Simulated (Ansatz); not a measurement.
An Ansatz (a program for electronic structure) run: WC; Ansatz PBE, spin-orbit coupling left out.

Input:

Ansatz 0.2 input:
```yaml
crystal:
  lattice:
    - [2.9218503663, 0, 0]
    - [-1.4609251831, 2.5303966432, 0]
    - [0, 0, 2.847098528]
  atoms:
    - { symbol: W, position: [0, 0, 0] }
    - { symbol: C, position: [0.3333333333, 0.6666666667, 0.5] }
basis: { ecutwfc: 420, ecutrho_ratio: 4, xc_grid: 2, fft_grid_basis: typed }
kpoints: { mp_grid: { grid: [18, 18, 16] } }
hamiltonian:
  xc: pbe
  dispersion: none
  pseudopotentials: { kind: paw }
scf: { occupations: { method: fermi_dirac, width: 0.05 }, convergence: { dr2_threshold: 0.0000000002 } }
output: { forces: true, stress: true }
checkpoint: { write: state.ck, write_every: 1000 }
```

Output (explanatory and most iteration lines left out):

```
Pseudopotential: W, paw, valence charge 14
Pseudopotential: C, paw, valence charge 4
Crystal: 2 atoms, lattice volume = 21.050 Å³
Basis set: ecut = 420 eV, 405 PW (Γ), exchange–correlation on 40×40×40 points (8 copies of the dense FFT grid, shifted against one another)
Bands: 13, of which v1, the nominal top of the filled ones, is band 9 counted from 1 (8 counted from 0)
Symmetry: 12 space group operations
Space group: P-6m2 (ITA 187), of the structure as read, at distance tolerance 2.8e-5 Å
k-points: 333 of 5184 (time reversal used)
Functional: x = pbe(κ = 0.804, μ = 0.2195149727645171), c = pbe(β = 0.06672455060314922)
SCF iter   1: F=—  HF=-10636.056629 eV  |F-HF|=—  |Δ(HF+E_count)|=         —  Δρ=7.09e-3  dr2=2.49e-3  ethr=1.77e-3  ⟨swp⟩=5.8  Hψ=21631  notcnv=0
SCF iter   2: F=—  HF=-10636.059165 eV  |F-HF|=—  |Δ(HF+E_count)|=   2.54e-3  Δρ=4.12e-3  dr2=8.87e-4  ethr=1.38e-5  ⟨swp⟩=2.0  Hψ=8315  notcnv=0
SCF 1 converged in 7 iterations: F = -10636.060192 eV  dr2 = 1.24e-10
SCF converged after 7 iterations
Free energy (F): -10636.060192 eV
Internal energy: -10636.057671 eV  (E = F + TS)
E sigma→0 (E₀):  -10636.058931 eV
Entropy (-TS):   -0.002521 eV (-1.260 meV/atom)
Fermi energy:    20.252030 eV
--- Forces (eV/Å), atoms counted from 1 ---
  atom   1  W     -0.00000000     0.00000000     0.00000000
  atom   2  C     -0.00000000    -0.00000000     0.00000000
--- Stress (GPa, compression-positive) ---
       -0.002420       0.000000       0.000000
        0.000000      -0.002420       0.000000
        0.000000       0.000000      -0.000710
  P = ⅓ Tr σ = -0.0018 GPa (-0.018 kbar)
```

Whether these cells are dynamically stable was not tested. All final runs are without spin polarisation. The cell is WC (space group P-6m2, No. 187).
